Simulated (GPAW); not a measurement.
A self-consistent single point of AgCl (Fm-3m, 2 atoms in the cell) with GPAW.

Computed with LDA (Perdew-Wang 92), GPAW PAW datasets LDA (gpaw-data 1.0.1) (plane waves; GPAW 25.7.0).

```
CELL_PARAMETERS angstrom
      0.00000     2.75631     2.75631
      2.75631     0.00000     2.75631
      2.75631     2.75631     0.00000
ATOMIC_POSITIONS crystal
  Ag 0.00000 0.00000 0.00000
  Cl 0.50000 0.50000 0.50000
```

Reference input (self-consistent single point, DFT LDA (Perdew-Wang 92), plane waves, GPAW PAW datasets LDA (gpaw-data 1.0.1)): mode = pw; ecut = 550 eV; xc = LDA; kpts = 7 7 7; mesh shift (steps) = 0.5 0.5 0.5; occupations.name = fermi-dirac; occupations.width = 0.02 eV; nbands = -4; convergence.forces = 0.001 eV/Å; convergence.bands = -2; symmetry.symmorphic = false; symmetry.tolerance = 0.0005. This run's input differs from it in these lines:

```diff
@@ -1,3 +1,2 @@
 from ase import Atoms
-from ase.dft.kpoints import monkhorst_pack
 from ase.units import GPa
@@ -15,3 +14,3 @@
             xc='LDA',
-            kpts=monkhorst_pack((7, 7, 7)) + [0.5 / 7, 0.5 / 7, 0.5 / 7],
+            kpts=(6, 6, 6),
             occupations={'name': 'fermi-dirac', 'width': 0.02},
```

The program printed (abridged):

```
     iter     time        total  log10-change:
                         energy   eigst   dens  force
iter:   1 --:--:--    -6.973473   +0.41
iter:   2 --:--:--    -6.960734   -0.67  -1.61
iter:   3 --:--:--    -6.858015   -1.63  -1.64
iter:   4 --:--:--    -6.857223   -2.73  -1.91
iter:   5 --:--:--    -6.860429c  -2.83  -1.92
iter:   6 --:--:--    -6.852253c  -3.53  -2.53
iter:   7 --:--:--    -6.849972c  -3.65  -2.81
iter:   8 --:--:--    -6.849607c  -3.77  -3.15
iter:   9 --:--:--    -6.849621c  -4.37  -3.35
iter:  10 --:--:--    -6.849512c  -4.88  -3.49
iter:  11 --:--:--    -6.849513c  -5.52  -4.70c
iter:  12 --:--:--    -6.849513c  -5.74  -4.82c
iter:  13 --:--:--    -6.849513c  -6.17  -4.82c
iter:  14 --:--:--    -6.849513c  -6.46  -4.63c
iter:  15 --:--:--    -6.849513c  -6.87  -4.94c
iter:  16 --:--:--    -6.849513c  -6.82  -4.95c
iter:  17 --:--:--    -6.849513c  -7.46c -4.92c
iter:  18 --:--:--    -6.849513c  -7.93c -4.94c -29.49c
Converged after 18 iterations.

Dipole moment: (-0.000000, -0.000000, -0.000000) |e|*Ang

Energy contributions relative to reference atoms: (reference = -156983.661887)

Kinetic:         +5.824972
Potential:       -5.920735
External:        +0.000000
XC:              -6.773818
Entropy (-ST):   -0.000000
Local:           +0.020068
SIC:             +0.000000
--------------------------
Free energy:     -6.849513
Extrapolated:    -6.849513

Showing only first 2 kpts
 Kpt  Band  Eigenvalues  Occupancy
  0    10      2.15275    2.00000
  0    11      2.55948    2.00000
  0    12      5.77064    0.00000
  0    13     12.93624    0.00000

  1    10      2.04653    2.00000
  1    11      2.04653    2.00000
  1    12      4.94171    0.00000
  1    13     13.75306    0.00000

Fermi level: 4.45065

Gap: 1.080 eV
Transition (v -> c):
   [... lines left out ...]
Direct/indirect transitions are different
Direct gap: 2.895 eV
Transition at: (s=0, k=1, n=11, [0.08, 0.08, 0.08])
Energy (eV): -6.849513

Forces in eV/Ang:
  0 Ag    0.00000    0.00000   -0.00000
  1 Cl    0.00000    0.00000    0.00000

Stress tensor:
     0.029963     0.000000     0.000000
     0.000000     0.029963    -0.000000
     0.000000    -0.000000     0.029963
Stress (GPa, Voigt): [ 4.8006  4.8006  4.8006 -0.      0.      0.    ]
```

The run converged in 18 iterations. GPAW prints stress with tension positive. Against the reference run the free energy is nearly the same (within 1 meV/atom), the pressure stays at -4.80 GPa and the gap on the mesh goes from 0.880 to 1.080 eV.

The starting cell comes from a database of computed structures (which also holds hypothetical and non-ambient phases and stackings), without a prior relaxation at this level. Its lattice was rescaled by a random factor within 2.5 % of one. With a pressure of about -5 GPa the cell is away from its equilibrium volume at this level. Another mesh or the band path of this cell gives a smaller gap, so this value is not converged in the mesh.
